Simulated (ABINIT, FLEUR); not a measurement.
An ABINIT input for a self-consistent single point of C3N4 (R3m, 7 atoms in the cell) (DFT, LDA (PW92), plane waves, PAW (JTH v2.0 LDA PAW)):

```
# C3N4, JTH v2.0 LDA PAW
pp_dirpath "./"
pseudos "C.LDA_PW-JTH.xml, N.LDA_PW-JTH.xml"
acell 4.5685190064 4.5685190064 4.5685190064 Angstrom
rprim
         0.5300709176    0.3060365870    0.7908011316
        -0.5300709176    0.3060365870    0.7908011316
         0.0000000000   -0.6120731740    0.7908011316
natom 7
ntypat 2
znucl 6 7
typat 1 1 1 2 2 2 2
xred
         0.4900650000    0.4900650000    0.0193300000
         0.0193300000    0.4900650000    0.4900650000
         0.4900650000    0.0193300000    0.4900650000
         0.6597000000    0.1701200000    0.1701200000
         0.1701200000    0.6597000000    0.1701200000
         0.1701200000    0.1701200000    0.6597000000
         0.6656030000    0.6656030000    0.6656030000
ecut 707 eV
pawecutdg 1415 eV
pawovlp -1
ixc 7
occopt 3
tsmear 0.00036749
nband 22
kptopt 1
ngkpt 6 6 6
nshiftk 1
shiftk 0 0 0
nstep 80
tolvrs 1.0e-12
prtwf 0
prtden 0
enunit 2
```

Question: Give the FLEUR input for the same structure, mesh, smearing and functional.

Answer: This is the input that was run; spellings and numerical settings could be chosen otherwise.

Input of the input generator:

```
C3N4
&input film=f /
0.5300709176 0.3060365870 0.7908011316
-0.5300709176 0.3060365870 0.7908011316
-0.0000000000 -0.6120731740 0.7908011316
8.6332497173
1.0 1.0 1.0

7
6 0.4900650000 0.4900650000 0.0193300000
6 0.0193300000 0.4900650000 0.4900650000
6 0.4900650000 0.0193300000 0.4900650000
7 0.6597000000 0.1701200000 0.1701200000
7 0.1701200000 0.6597000000 0.1701200000
7 0.1701200000 0.1701200000 0.6597000000
7 0.6656030000 0.6656030000 0.6656030000

&comp jspins=1 /
&exco xctyp='pz' /
&kpt div1=6 div2=6 div3=6 gamma=t /
&end /
```

```xml
<?xml version="1.0" encoding="UTF-8" standalone="no"?>
<fleurInput fleurInputVersion="0.39">
   <comment>
      C3N4                                                                                                
   </comment>
   <calculationSetup>
      <cutoffs Kmax="4.7" Gmax="14.1" GmaxXC="14.1" numbands="0"/>
      <scfLoop itmax="60" minDistance="0.00001" maxIterBroyd="40" imix="Anderson" alpha="0.05" precondParam="0.0" spinf="2.0"/>
      <coreElectrons ctail="T" frcor="F" kcrel="0" coretail_lmax="0"/>
      <xcFunctional name="pz" relativisticCorrections="F"/>
      <magnetism jspins="1"/>
      <soc l_soc="F" theta="0.0" phi="0.0" spav="F"/>
      <expertModes spex="0" secvar="F"/>
      <geometryOptimization l_f="T" forcealpha="1.0" forcemix="BFGS" epsdisp="0.00001" epsforce="0.00001"/>
      <ldaU l_linMix="F" mixParam="0.05" spinf="1.0"/>
   </calculationSetup>
   <cell>
      <bzIntegration valenceElectrons="32.0" mode="hist" fermiSmearingEnergy="0.00036749">
         <kPointListSelection listName="default-1"/>
         <!-- k-points included here -->
         <xi:include xmlns:xi="http://www.w3.org/2001/XInclude" href="kpts.xml"> </xi:include>
      </bzIntegration>
      <!-- symmetry operations included here -->
      <xi:include xmlns:xi="http://www.w3.org/2001/XInclude" href="sym.xml"> </xi:include>
      <bulkLattice scale="1.0">
         <bravaisMatrix>
            <row-1>    4.5762345995191520     2.6420902782012070     6.8271836458262198</row-1>
            <row-2>   -4.5762345995191520     2.6420902782012070     6.8271836458262198</row-2>
            <row-3>    0.0000000000000000    -5.2841805564024140     6.8271836458262198</row-3>
         </bravaisMatrix>
      </bulkLattice>
   </cell>
   <atomSpecies>
      <species name="Carbon (C)" element="C" atomicNumber="6">
         <mtSphere radius="1.19" gridPoints="411" logIncrement="0.025"/>
         <atomicCutoffs lmax="6" lnonsphr="4"/>
         <electronConfig flipSpins="F">
            <coreConfig>(1s1/2)</coreConfig>
            <valenceConfig>(2s1/2) (2p1/2) (2p3/2)</valenceConfig>
            <stateOccupation state="(2p1/2)" spinUp="0.3333333333333" spinDown="0.3333333333333"/>
            <stateOccupation state="(2p3/2)" spinUp="0.6666666666667" spinDown="0.6666666666667"/>
         </electronConfig>
         <energyParameters s="2" p="2" d="3" f="4"/>
      </species>
      <species name="Nitrogen (N)" element="N" atomicNumber="7">
         <mtSphere radius="1.19" gridPoints="411" logIncrement="0.025"/>
         <atomicCutoffs lmax="6" lnonsphr="4"/>
         <electronConfig flipSpins="F">
            <coreConfig>(1s1/2)</coreConfig>
            <valenceConfig>(2s1/2) (2p1/2) (2p3/2)</valenceConfig>
            <stateOccupation state="(2p1/2)" spinUp="0.5" spinDown="0.5"/>
            <stateOccupation state="(2p3/2)" spinUp="1.0" spinDown="1.0"/>
         </electronConfig>
         <energyParameters s="2" p="2" d="3" f="4"/>
      </species>
   </atomSpecies>
   <atomGroups>
      <atomGroup species="Carbon (C)">
         <relPos label="                   1">.4900650000 .4900650000 .0193300000</relPos>
         <relPos label="                   2">.0193300000 .4900650000 .4900650000</relPos>
         <relPos label="                   3">.4900650000 .0193300000 .4900650000</relPos>
         <force calculate="T" relaxXYZ="TTT"/>
      </atomGroup>
      <atomGroup species="Nitrogen (N)">
         <relPos label="                   4">-.3403000000 .1701200000 .1701200000</relPos>
         <relPos label="                   5">.1701200000 -.3403000000 .1701200000</relPos>
         <relPos label="                   6">.1701200000 .1701200000 -.3403000000</relPos>
         <force calculate="T" relaxXYZ="TTT"/>
      </atomGroup>
      <atomGroup species="Nitrogen (N)">
         <relPos label="                   7">-.3343970000 -.3343970000 -.3343970000</relPos>
         <force calculate="T" relaxXYZ="TTT"/>
      </atomGroup>
   </atomGroups>
   <output dos="F" band="F" slice="F">
      <checks vchk="F" cdinf="F"/>
      <bandDOS minEnergy="-.5*Htr" maxEnergy="0.5*Htr" sigma="0.015" storeEVData="T"/>
      <vacuumDOS vacdos="F" integ="F" star="F" nstars="0" locx1="0.0" locy1="0.0" locx2="0.0" locy2="0.0" nstm="0" tworkf="0.0"/>
      <unfoldingBand unfoldBand="F" supercellX="1" supercellY="1" supercellZ="1"/>
      <plotting iplot="0" polar="F">
         <plot TwoD="T" vec1="  1.0  0.0  0.0" vec2="  0.0  1.0  0.0" vec3="  0.0  0.0  1.0" zero="  0.0  0.0  0.0" file="plot"/>
      </plotting>
      <chargeDensitySlicing numkpt="0" minEigenval="0.0" maxEigenval="0.0" nnne="0" pallst="F"/>
      <specialOutput eonly="F"/>
      <magneticCircularDichroism mcd="F" energyLo="-10.0" energyUp="0.0"/>
   </output>
  <!-- We include the file relax.xml here to enable relaxations (see documentation) -->
  <xi:include xmlns:xi="http://www.w3.org/2001/XInclude" href="relax.xml"> <xi:fallback/> </xi:include>
</fleurInput>
```

Basis settings and potentials, where a program has them, do not carry over. This input uses DFT, LDA (Perdew-Zunger), all-electron FLAPW (FLEUR), scalar-relativistic valence. LDA parametrisations can differ slightly between programs.

The starting cell comes from a database of computed structures (which also holds hypothetical and non-ambient phases and stackings), without a prior relaxation at this level. Its lattice was rescaled by a random factor within 2.5 % of one.
